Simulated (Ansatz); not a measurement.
We consider TaN (P-6m2, No. 187, 2 atoms in the cell; start COD 1538016; the formula has other measured phases), described by r²SCAN in Ansatz (PAW).

Numerical settings: plane-wave cutoff 560 eV, 24×24×20 k mesh (along the axes of the cell as run), Fermi–Dirac smearing 0.05 eV, scalar-relativistic PAW data made under PBE.

Cell (relaxed at this level):

```
TaN
1.0
    2.93632     0.00000     0.00000
   -1.46816     2.54293     0.00000
    0.00000     0.00000     2.88472
N Ta
1 1
Direct
  0.00000   0.00000   0.00000
  0.33333   0.66667   0.50000
```

Give the computed bulk modulus B0.


- bulk modulus B0 = 360 GPa

The run finds no gap.

Note: the bulk modulus is −V dP/dV from two relaxed cells at ±2 % in volume; the relaxation could not lower the start's symmetry, so the cell can be a saddle point above a distorted one.

Spin–orbit coupling is not included; it can open a gap where bands touch, and shift volumes and moduli.

The computed numbers hold no vibrational or temperature effects.

Ansatz is an electronic-structure program.
